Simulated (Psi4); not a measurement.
Psi4 1.11, unrestricted BP86/def2-svpd: [O]=[Ti], charge 0, multiplicity 3, 2 atoms. The geometry is a generated start, not checked to be a minimum at this level.

| Quantity | Result |
|---|---|
| task | energy |
| method | bp86 |
| basis | def2-svpd |
| memory | 3 GB |
| maxiter | 100 |
| keys of the molecule block | symmetry c1 |
| scf_type | df (default) |
| guess | auto, which took SAD (default) |
| scf_initial_accelerator | adiis (default) |
| e_convergence | 1e-06 (default) |
| d_convergence | 1e-06 (default) |
| dft_radial_points | 75 (default) |
| dft_spherical_points | 302 (default) |
| basis functions | 57 |
| grid points | 44066 |

```xyz
2

Ti     0.0264    -0.0144    -0.8388
O     -0.0264     0.0144     0.8388
```

Charge 0 and multiplicity 3 are set for this test and not shown to be the ground state.

One run each on 2 threads. Values of diis_max_vecs tried: 3, 6, 10 (default), 20.

Q: How does the count of SCF iterations change with diis_max_vecs, and where is it least?

A: Fewest SCF iterations, within one of each other: 6 with 12, 10 (default) with 11, 20 with 11. The count rises to 18 at 3. All converge to one solution.

```csv
diis_max_vecs,SCF iterations,end
3,18,same solution
6,12,same solution
10 (default),11,same solution
20,11,same solution
```
